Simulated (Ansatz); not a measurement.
We consider hexagonal WC, described by PBEsol (Ansatz, a program for electronic structure, PAW).

Run with plane-wave cutoff 500 eV, 18×18×14 k mesh (along the axes of the cell as run), Fermi–Dirac smearing 0.05 eV, no spin polarisation, scalar-relativistic PAW data made under PBE.

Computed at the level's own relaxed cell.

**Question.** Predict the equilibrium volume per atom, lattice constant a and lattice parameter c.

**Answer.** 
* **equilibrium volume per atom**: 10.29 Å³/atom
* **lattice constant a**: 2.898 Å
* **lattice parameter c**: 2.828 Å

Measured, for comparison: lattice constant a 2.906 Å, lattice parameter c 2.837 Å (300 K, no zero-point or thermal correction; as tabulated in Wikipedia's data pages). Computed (rounded) less measured: lattice constant a -0.3 %, lattice parameter c -0.3 %. A static lattice is as a rule a little smaller and stiffer than an uncorrected measurement, which narrows the difference in the lattice parameter c and would widen misses of the other sign.

Spin–orbit coupling is not included.

The computed numbers hold no vibrational or temperature effects.
